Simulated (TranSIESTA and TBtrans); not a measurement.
Run with TranSIESTA and TBtrans (open boundaries, self-consistent; PseudoDojo norm-conserving potentials, scalar-relativistic): PAO.BasisSize DZP, PAO.EnergyShift 0.15 eV, XC.Authors PBE, Mesh.Cutoff 200 Ry, ElectronicTemperature 300 K, TS.Voltage 0.0 eV, TBT.Elecs.Eta 0.001 eV, no spin polarisation.

Junction: Ge chain with one bond stretched by 2.0 Å. Leads: straight Ge chain, spacing 2.28 Å. Geometry: as built, not relaxed.

Problem. Predict: conductance at 300 K (G0 = 2e²/h); thermopower (μV/K); mean T from −0.5 to 0.5 eV.

Solution. conductance at 300 K (G0 = 2e²/h): 0.12; thermopower (μV/K): -2.9; mean T from −0.5 to 0.5 eV: 0.11. The straight chain is held at its spacing; free chains may zigzag or dimerise. No spin-polarised start was tried, so a magnetic state, if there is one, is missed.
